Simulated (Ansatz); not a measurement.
SnTe2 (model structure, started from the CdCl2 type, R-3m, No. 166, 3 atoms in the cell), treated with LDA (plane waves, PAW; Ansatz, a first-principles code).

Settings: plane-wave cutoff 520 eV, 16×16×16 k mesh, Fermi–Dirac smearing 0.05 eV, scalar-relativistic PAW data made under PBE.

Cell (relaxed at this level):

```
SnTe2
1.0
    2.05364     1.18567     6.07803
   -2.05364     1.18567     6.07803
    0.00000    -2.37134     6.07803
Sn Te
1 2
Direct
  0.00000   0.00000   0.00000
  0.23485   0.23485   0.23485
  0.76515   0.76515   0.76515
```

Predict the bulk modulus B0.


* **bulk modulus B0**: 47.9 GPa

The run finds no gap.

Note: the bulk modulus is −V dP/dV from two relaxed cells at ±2 % in volume; the relaxation could raise the start's symmetry but not lower it, so the cell can be a saddle point.

Spin–orbit coupling is not included; it can open a gap where bands touch, and shift volumes and moduli.

Computed values are for the static lattice.

Cost on a shared machine: roughly 9 core-minutes.

A model structure was made by putting elements into a prototype or built by hand; it is no filed structure, need not be a known phase, and can be a saddle point held by its symmetry.
